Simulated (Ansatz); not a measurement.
## (Si,Ge): Ge$_{7}$Si

A 16-atom cell of (Si,Ge) started in the hexagonal diamond (lonsdaleite) structure, site fractions Si 0.125, Ge 0.875, short-range order -0.14 among the nearest mixed sites (0 is random, a negative value favours unlike neighbours), space group Cm at the end.

The mixing enthalpy is taken against the end members in the hexagonal diamond (lonsdaleite) type (which need not be the stable form of every end member), relaxed in the same cell and mesh.

Calculation: r2SCAN (plane waves to 500 eV, PAW; Ansatz, a program for electronic structure). Scalar-relativistic, without spin–orbit coupling. Its k-point mesh 4×4×4, Fermi–Dirac width 0.01 eV.

| Quantity | Value |
|---|---|
| volume per atom | 22.41 Å³ |
| Ge–Ge bonds | 2.452 Å on average, from 2.436 to 2.468 (24) |
| Ge–Si bonds | 2.413 Å on average, from 2.405 to 2.428 (8) |
| mixing enthalpy per site of the mixed sublattice | 5 meV |
| departure of the mean lattice parameter from Vegard's line | under 0.15 %, inside the noise of the relaxations |

```
CELL_PARAMETERS angstrom
     -3.97095     0.00010    -6.56348
      3.97095     0.00010    -6.56348
      3.97095    -6.87882     0.00011
ATOMIC_POSITIONS crystal
  Ge 0.30091 0.63859 0.16232
  Ge 0.79858 0.13193 0.16665
  Ge 0.30071 0.63833 0.66885
  Ge 0.80719 0.13186 0.66885
  Ge 0.69845 0.36464 0.33277
  Ge 0.19741 0.86568 0.33277
  Ge 0.69788 0.36361 0.83428
  Si 0.19894 0.86533 0.83361
  Ge 0.88254 0.55646 0.33116
  Ge 0.38762 0.05139 0.33116
  Ge 0.88481 0.55091 0.83390
  Ge 0.38570 0.04855 0.83714
  Ge 0.11534 0.44940 0.16594
  Si 0.61360 0.94741 0.16619
  Ge 0.11482 0.44829 0.66721
  Ge 0.61550 0.94762 0.66721
```
